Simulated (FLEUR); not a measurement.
Short convergence ladders for WC (P3m1, 2 atoms in the cell)

```
CELL_PARAMETERS angstrom
      1.46227    -2.53274     0.00000
      1.46227     2.53274     0.00000
      0.00000     0.00000     2.85420
ATOMIC_POSITIONS crystal
  W  0.00000 0.00000 0.01752
  C  0.33333 0.66667 0.50000
```

Base method: LDA (Perdew-Zunger), all-electron FLAPW (FLEUR), scalar-relativistic valence in FLEUR.

Base settings: Kmax = 4.3 1/bohr; GmaxXC = 12.9 1/bohr; xcFunctional = pz; jspins = 1; l_soc = F; mode = hist; fermiSmearingEnergy = 0.00367493 Htr; mesh (inpgen div1-3) = 6 6 5; inpgen gamma flag = true; Gmax = 12.9 1/bohr.

Core times come from one kind of shared machine, to one figure; runs under 30 s give none.

**The k-point mesh**

Moved along: kpt_gamma.

Only quantities that move along the ladder and can be compared are tabulated.

```tsv
kpt_div	free energy less the last step's (meV/atom)
2 2 2	428.48
3 3 3	149.49
4 4 4	28.64
5 5 5	5.71
6 6 5	1.37
17 17 15	0.00
```

Coarsest kpt_div that holds the free energy within 5 meV/atom of the last step, with all finer ones: 6 6 5; the step before is off by 5.7 meV/atom.

**The k-point mesh at a smearing width of 0.02 eV**

In this ladder: fermiSmearingEnergy = 0.00073499 Htr.

Only quantities that move along the ladder and can be compared are tabulated.

| kpt_div | free energy less the last step's (meV/atom) |
|---|---|
| 5 5 4 | 23.20 |
| 7 7 6 | 4.57 |
| 10 10 9 | -2.17 |
| 21 21 18 | 0.00 |

Coarsest kpt_div that holds the free energy within 5 meV/atom of the last step, with all finer ones: 7 7 6; the step before is off by 23 meV/atom.

**The k-point mesh at a smearing width of 0.3 eV**

In this ladder: fermiSmearingEnergy = 0.0110248 Htr.

Only quantities that move along the ladder and can be compared are tabulated.

```tsv
kpt_div	free energy less the last step's (meV/atom)	core time / last (rough)
5 5 4	19.64	–
7 7 6	1.26	0.06
10 10 9	-0.09	0.2
21 21 18	0.00	1
```

Coarsest kpt_div that holds the free energy within 0.5 meV/atom of the last step, with all finer ones: 10 10 9, at about 0.2 of the last step's time; the step before is off by 1.3 meV/atom.

On the base run: the starting cell has typed, rounded lattice constants, without a prior relaxation at this level. Its lattice was rescaled by up to half a per cent. One atom was moved a little off its site on purpose. Spin polarisation is off. Values depend on the basis (sphere radii, cutoffs, local orbitals), which need not be converged.
